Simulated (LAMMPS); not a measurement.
LAMMPS 22 Jul 2025, classical MD, MEAM (library.meam): Si, 32768 atoms.

```text
units metal
atom_style atomic
read_data unit.data
replicate 16 16 16
pair_style meam
pair_coeff * * library.meam Si NULL Si
velocity all create 1600 4928 dist gaussian loop geom
fix 1 all nve
fix 2 all langevin 800 800 0.04 9876 zero yes
timestep 0.001
thermo 100
run 300
reset_timestep 0
write_restart start.rst
```

```text
read_restart start.rst
pair_style meam
pair_coeff * * library.meam Si NULL Si
neighbor 2.0 bin
neigh_modify every 1 delay 0 check yes
fix 1 all nve
timestep 0.001
thermo_style custom step temp pe etotal press
thermo_modify format float %.10g
thermo 100
group probe id 1:48
dump probe probe custom 1000000 forces.txt id fx fy fz
dump_modify probe sort id format float %.8g
run 300
```

box: 86.9 × 86.9 × 86.9 Å.

start: generated diamond lattice, warmed in an untimed run.

Compared values: energy and forces of the first step, drift over the run.

Hardware: Arm Neoverse V2, 96 cores on 1 socket, no SMT, 1 L3 cache group.

Times are wall-clock medians of two to five runs, from launch to exit, with nothing else on the machine. Unless noted, each process is bound to its own block of adjacent cores. The times hold for this build (PyPI wheel: MPICH, OPENMP and OPT packages). Scratch files lie in a memory file system. A preparatory run goes ahead and isn't timed.

Measured:

```csv
cores,layout,wall time
2,2 ranks,8.73 s
4,4 ranks,4.61 s
8,8 ranks,2.50 s
16,16 ranks,1.41 s
32,32 ranks,0.861 s
```

**Question.** Take a serial part s and a parallel part w, T = s + w/p on p cores. What does the fit give for 48 ranks and for 64 ranks, and what is measured?

**Answer.** A fit of relative deviations gives s = 0.335 s and w = 17.0 core-seconds; it misses the rows shown by at most 1 %.

| cores | layout | fit | measured | measured against fit |
|---|---|---|---|---|
| 48 | 48 ranks | 0.690 s | 0.693 s | +0 % |
| 64 | 64 ranks | 0.601 s | 0.613 s | +2 % |

Efficiency, counted from 2 cores, is near one half at 48 cores. The shortest time, 0.61 s, comes at 64 cores (88: level within 8 % or the scatter of repeats). The share that grows most is that of set-up, start and exit outside the loop: from 2.0 % of the time on 2 cores to 46 % on 88. The largest part on 88 cores, pair forces (Pair), takes 8.5 s on 2 and 0.31 s there.
